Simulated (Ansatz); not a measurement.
An Ansatz (an electronic-structure program) input (PBEsol-D3(BJ) (Ansatz; PAW; 420 eV plane waves; scalar-relativistic without spin-orbit coupling)):

Ansatz 0.2 input:
```yaml
crystal:
  lattice:
    - [3.7391460362, 0.0243044492, 0]
    - [-1.8485247476, 3.2260432312, 0]
    - [0, 0, 4.6295267047]
  atoms:
    - { symbol: Pt, position: [0, 0, 0] }
    - { symbol: Se, position: [0.6666666667, 0.3333333333, 0.2721662918] }
    - { symbol: Se, position: [0.3333333333, 0.6666666667, 0.7278337082] }
basis: { ecutwfc: 420, ecutrho_ratio: 4, xc_grid: 2, fft_grid_basis: typed }
kpoints: { mp_grid: { grid: [14, 14, 10] } }
hamiltonian:
  xc: pbesol
  dispersion: d3bj
  pseudopotentials: { kind: paw }
scf: { occupations: { method: fermi_dirac, width: 0.05 }, convergence: { dr2_threshold: 0.0000000003 } }
relax: { f_tol: 0.005, max_steps: 50 }
output: { forces: true, stress: true }
checkpoint: { write: state.ck, write_every: 1000 }
```

Problem. Which symmetry and how many k-points will the program report, and about how many plane waves at Γ?

Solution. Space group P-1 (ITA 2) with 2 operations, k-points 984 of 1960, and 1099 plane waves at Γ.

The cells carry an imposed strain or load. Stability against distortions was not tested. The final runs are not spin-polarised. The cell was made from PtSe₂ in the CdI2 type structure (space group P-3m1, No. 164; layered) by this change: tensor shear ε_xy = +0.65 %.
